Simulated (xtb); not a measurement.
xtb 6.7.1, GFN2-xTB: Sn(F)(OH)2(OEt) (CC[O][Sn]([OH])([OH])[F]), 14 atoms. The geometry is a generated start, not checked to be a minimum at this level.

```json
{
  "run_flags": "--grad",
  "method": "GFN2-xTB",
  "--acc": "1 (default)",
  "--etemp (K)": "300 (default)",
  "basis_functions": "41",
  "valence_electrons": "44"
}
```

```xyz
14

C     -2.4776     0.1163     0.3195
C     -1.0273     0.1288     0.7688
O     -0.2268     0.2289    -0.4070
Sn     1.6254    -0.1988    -0.5337
O      2.5735    -0.0324     1.0988
O      2.4430     0.7423    -1.9555
F      1.8370    -2.0556    -0.9937
H     -2.6780    -0.7743    -0.2724
H     -3.1247     0.1214     1.1935
H     -2.6850     0.9943    -0.2877
H     -0.8331     0.9922     1.4146
H     -0.8020    -0.7845     1.3286
H      3.4825    -0.3439     1.0609
H      1.8932     0.8652    -2.7347
```

One run each on 1 thread. Values of broydamp tried: 0.02, 0.05, 0.1, 0.2, 0.4 (default), 0.6, 0.8, 1.

Question: How does the count of SCC iterations change with broydamp, and where is it least?

Answer: Fewest SCC iterations, within one of each other: 0.2 with 14, 0.4 (default) with 14. The count rises to 24 at 0.8. All converge to one solution.

| broydamp | SCC iterations | end |
|---|---|---|
| 0.02 | 21 | same solution |
| 0.05 | 18 | same solution |
| 0.1 | 16 | same solution |
| 0.2 | 14 | same solution |
| 0.4 (default) | 14 | same solution |
| 0.6 | 18 | same solution |
| 0.8 | 24 | same solution |
| 1 | 24 | same solution |
